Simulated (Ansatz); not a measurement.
System: IrC (model structure, F-43m, No. 216, 2 atoms in the cell). Method: PBEsol in Ansatz (PAW).

Run with plane-wave cutoff 520 eV, 20×20×20 k mesh, Fermi–Dirac smearing 0.05 eV, no spin polarisation, scalar-relativistic PAW data made under PBE.

Cell (relaxed at this level):

```xyz
2
Lattice="0.0000 2.2900 2.2900 2.2900 0.0000 2.2900 2.2900 2.2900 0.0000" Properties=species:S:1:pos:R:3 pbc="T T T"
Ir     0.0000     0.0000     0.0000
C      1.1450     1.1450     1.1450
```

Problem. Give the computed bulk modulus.

Solution. 
- bulk modulus = 299 GPa

Note: the run has no spin polarisation, so it can have missed a magnetic state; the bulk modulus is −V dP/dV from two relaxed cells at ±2 % in volume; the relaxation could raise the start's symmetry but not lower it, so the cell can be a saddle point.

Spin–orbit coupling is not included; it can open a gap where bands touch, and shift volumes and moduli.

A model structure was made by putting elements into a prototype or built by hand; it is no filed structure, need not be a known phase, and can be a saddle point held by its symmetry.

Ansatz is a first-principles code.
